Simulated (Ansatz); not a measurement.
Reference: AgI (F-43m), PBEsol, rigid bands (plane waves, PAW, scalar-relativistic; Ansatz, a program for electronic structure); axes and stresses refer to this cell.

```
CELL_PARAMETERS angstrom
      0.00000     3.22500     3.22500
      3.22500     0.00000     3.22500
      3.22500     3.22500     0.00000
ATOMIC_POSITIONS crystal
  Ag 0.00000 0.00000 0.00000
  I  0.75000 0.75000 0.75000
```

The electron conductivity mass is 0.168 mₑ and the band gap is 1.20 eV. The hole conductivity mass is 0.77 mₑ.

Problem. Change: functional PBE, cell relaxed with it. What happens to electron conductivity mass, band gap, hole conductivity mass?

Solution. electron conductivity mass rises to 0.194 mₑ; band gap goes up to 1.35 eV; hole conductivity mass goes up to 0.90 mₑ.

Masses are for dilute carriers at 300 K, harmonic means over directions unless an axis is named. Spin-orbit coupling is left out unless a row names it; without it the gap and masses of crystals with these elements can be far off.
